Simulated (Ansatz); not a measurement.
**SnO2: response to strain**

Take SnO₂ in the rutile structure (space group P4_2/mnm, No. 136) as the base.

```
SnO2
1.0
    4.72236     0.00000     0.00000
    0.00000     4.72236     0.00000
    0.00000     0.00000     3.19034
Sn O
2 4
Direct
  0.00000   0.00000   0.00000
  0.50000   0.50000   0.50000
  0.30607   0.30607   0.00000
  0.80607   0.19393   0.50000
  0.19393   0.80607   0.50000
  0.69393   0.69393   0.00000
```

Cartesian axes are those of the cell as printed.

Strains are applied to the cell and any free atomic positions relax.

The values are results of LDA in Ansatz (plane waves to 420 eV, PAW, no spin-orbit coupling), not measurements.

```tsv
uniaxial strain ε_zz (%)	band gap (eV)
-3	1.58
-2.4	1.50
-1.8	?
-1.2	1.33
-0.6	1.25
0	1.16
```

### Question
Fit E_g = E₀ + Dε (ε in %) to the rows shown and predict the withheld row.

### Answer
Least squares on the printed values gives E₀ = 1.16 eV, D = -140 meV per % of strain (largest residual 0.00 eV); this predicts 1.41 eV, and the run gives 1.41 eV, in agreement.

No phonon test of stability was made.

Ansatz is an electronic-structure program.
